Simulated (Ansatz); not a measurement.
Consider C in the diamond structure (space group Fd-3m, No. 227).

```cif
data_C8
_chemical_formula_sum 'C8'
_space_group_name_H-M_alt 'Fd-3m :1'
_space_group_IT_number 227
_space_group_name_Hall 'F 4d 2 3 -1d'
_cell_length_a 3.56027
_cell_length_b 3.56027
_cell_length_c 3.56027
_cell_angle_alpha 90.000
_cell_angle_beta 90.000
_cell_angle_gamma 90.000
loop_
_atom_site_label
_atom_site_type_symbol
_atom_site_symmetry_multiplicity
_atom_site_Wyckoff_symbol
_atom_site_fract_x
_atom_site_fract_y
_atom_site_fract_z
_atom_site_occupancy
C1 C 8 a 0.00000 0.00000 0.00000 1
```
(The calculation used a cell of 2 atoms; values per cell refer to that cell.)

All numbers come from Ansatz (a first-principles code) r2SCAN, without spin-orbit coupling, earlier PAW set.

Base values:

```
Quantity                       Result
----------------------------  -------
Gap between the host's bands  4.36 eV
```

Modification: hole doping at 7.0×10^21 cm⁻³ (0.0790 per cell), with a uniform compensating background at fixed cell and a 300 K Fermi–Dirac width.

### Question
Predict the new gap between the host's bands and Fermi level from band edge.

### Answer
The gap between the host's bands grows by 0.065 eV (4.36 eV → 4.43 eV); the Fermi level relative to the doped band's edge (positive inside the band; to 0.05 eV) is +0.95 eV.

Charged cell with a jellium background: band edges are those of the host's band count, energies are not comparable with the neutral cell, and many-body gap narrowing is missing. Whether these cells are dynamically stable was not tested.
